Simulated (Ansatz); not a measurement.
Levels about the gap of amorphous Hf$_{18}$O$_{37}$H$_{2}$ (57 atoms in a cell of 739 Å³, 8.55 g/cm³; zone centre alone, so wide bands show as single levels with stretches between that a denser mesh fills), at the geometry that PBE relaxed, where it gives 0.1 GPa on a denser mesh. Exact exchange is cut at the faces of this small cell, which leaves a finite-size error. The participation number counts the atoms over which a state spreads; weights are charges in smoothed Voronoi cells. The levels come from a single point, so bond lengths are those of that geometry. Method of the levels: HSE06, scalar-relativistic without spin-orbit coupling (Ansatz, a program for electronic structure). Sampling: the zone centre alone; Fermi-Dirac width 0.02 eV; no spin polarisation. At PBE the levels at the filled edge of the gap are localised (band-tail or defect states), and the nearest spread-out levels lie 4.5 eV apart at the zone centre.

Preparation: random packing, a CHGNet melt and quench, and a DFT relaxation. O atoms were pushed apart under 1.9 Å during the dynamics, to hinder bonds among them. The hot cell started wider than the set density and was brought back towards it in steps. It is the lowest in DFT energy of 2 quenches. It is a model cell: composition and starting density were chosen by hand, and all elements were melted together. No dispersion term was used. Its density started from a set value of 8.75 and ended at 8.55 g/cm³. The simulated quench (nominally 760 K/ps over its main leg) is rapid and tends to freeze in more defects than a deposited or slowly cooled glass has. Values belong to this one cell and scatter from quench to quench. Volume and shape were free in the relaxation.

| E - E(highest filled), eV | filling | participation number | largest on | weight O | weight Hf | weight H |
|---|---|---|---|---|---|---|
| -0.39 | filled | 13.9 | O, 2 neighbours | 0.94 | 0.05 | 0.01 |
| -0.34 | filled | 13.5 | O, 3 neighbours | 0.94 | 0.05 | 0.00 |
| -0.31 | filled | 16.8 | O, 2 neighbours | 0.94 | 0.06 | 0.00 |
| -0.29 | filled | 13.5 | O, 3 neighbours | 0.95 | 0.05 | 0.00 |
| -0.14 | filled | 6.6 | O, 2 neighbours | 0.95 | 0.05 | 0.00 |
| -0.11 | filled | 9.1 | O, 2 neighbours | 0.95 | 0.05 | 0.00 |
| 0.00 | filled | 6.7 | O, 3 neighbours | 0.95 | 0.05 | 0.00 |
| 5.86 | empty | 29.4 | Hf, 6 neighbours | 0.43 | 0.56 | 0.01 |
| 5.97 | empty | 42.3 | Hf, 6 neighbours | 0.52 | 0.45 | 0.03 |
| 5.98 | empty | 27.0 | Hf, 6 neighbours | 0.39 | 0.60 | 0.01 |
| 6.10 | empty | 23.1 | Hf, 6 neighbours | 0.39 | 0.60 | 0.01 |
| 6.22 | empty | 26.9 | Hf, 6 neighbours | 0.41 | 0.54 | 0.05 |
| 6.28 | empty | 26.3 | Hf, 5 neighbours | 0.37 | 0.62 | 0.01 |
| 6.35 | empty | 26.8 | Hf, 6 neighbours | 0.38 | 0.61 | 0.01 |

Most localised among these is the filled level at -0.14 eV, on a O atom, which has 2 neighbours (Hf 1.99 Å, Hf 2.07 Å).
